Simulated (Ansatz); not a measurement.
Start from Ti (space group P6/mmm, No. 191; a = 4.5682 Å, c = 2.8264 Å; a cell from a computed database, its experimental status unchecked; relaxed with 0.1 eV smearing). Axes: x lies along a and z along c of the hexagonal cell.

Calculations: r2SCAN, PAW, 500 eV (Ansatz, an electronic-structure program; scalar-relativistic without spin-orbit coupling), earlier PAW set.

Modification: uniaxial strain ε_yy = +1.30 %, all other strain components held at zero, atoms relaxed at fixed cell.

Q: Predict the stress tensor and what it implies for the stiffness.

A: Stress of the strained cell less that of the base (GPa, compression positive):
```
   -1.1     0.0     0.0
    0.0    -2.6     0.0
    0.0     0.0    -0.7
```

Then −Δσ_ii/ε with ε = 0.0130 gives secant stiffness values (nonlinear terms included at this strain): C22 ≈ 202 GPa, C12 ≈ 81 GPa and C23 ≈ 51 GPa.

Stability against distortions was not tested. The final runs are not spin-polarised. This is not the structure that Ti has at room temperature and ambient pressure.
